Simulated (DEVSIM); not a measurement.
## illuminated Si p-on-n cell, one wavelength

Device: illuminated Si p-on-n cell, one wavelength, at 300 K.

```csv
layer (left to right),material,thickness (μm),Nd (cm⁻³),Na (cm⁻³),τn (s),τp (s),absorption coefficient (cm⁻¹)
1,Si,0.460,-,6.2e17,5e-6,1.5e-6,450
2,Si,56.0,1.4e16,-,2e-5,2e-5,450
```

Left contact: ohmic, minority electron recombination velocity 3e5 cm/s. Right contact: ohmic, minority hole recombination velocity 7e5 cm/s. Voltage is applied to the left contact. Recombination: SRH at mid-gap, radiative, Auger. Light enters at the left, 4.8e17 photons cm⁻² s⁻¹, one pass, no reflection. Mobility is constant in doping.

Constants are typed, rounded textbook-type inputs, not results; the design itself was drawn at random and stands for no fabricated device. Values at 300 K.

```csv
parameter,Si
gap (eV),1.124
affinity (eV),4.05
permittivity,11.7
Nc (cm⁻³),2.86e19
Nv (cm⁻³),3.1e19
μn (cm²/Vs),1417
μp (cm²/Vs),470
B (cm³/s),4.7e-15
Cn (cm⁶/s),2.8e-31
Cp (cm⁶/s),9.9e-32
```

Model (solved in DEVSIM): 1D drift-diffusion, Boltzmann statistics, complete ionisation; no tunnelling, impact ionisation, image-force lowering or self-heating.

* **Potential step across the device at zero bias**: 0.826 V
* **Largest field in the device at zero bias**: 65000 V/cm
* **Dark forward voltage at 1 A/cm²**: 0.658 V
* **Dark forward voltage at 100 A/cm²**: 0.839 V
* **Short-circuit current**: 49.2 mA/cm²
* **Open-circuit voltage**: 0.578 V
* **Fill factor**: 0.82
* **Largest power**: 23.3 mW/cm²
* **Share of generated pairs collected at short circuit**: 0.694

Dark reverse current:

| V (V) | J (A/cm²) |
|---|---|
| -0.04 | -7.9e-11 |
| -0.10 | -1.5e-10 |
| -0.20 | -2.5e-10 |
| -0.30 | -3.3e-10 |
| -0.40 | -4.1e-10 |
| -0.60 | -5.5e-10 |
| -0.80 | -6.8e-10 |
| -1.00 | -8.0e-10 |
| -1.30 | -9.6e-10 |
| -1.60 | -1.1e-9 |
| -2.00 | -1.3e-9 |

Dark forward current:

(V (V), J (A/cm²)): (0.05, 2.3e-10); (0.15, 5.0e-9); (0.25, 1.7e-7); (0.35, 7.4e-6); (0.45, 0.00035); (0.55, 0.017); (0.65, 0.76); (0.70, 4.5); (0.80, 54); (0.90, 220); (1.00, 520); (1.10, 980); (1.20, 1600); (1.30, 2400)
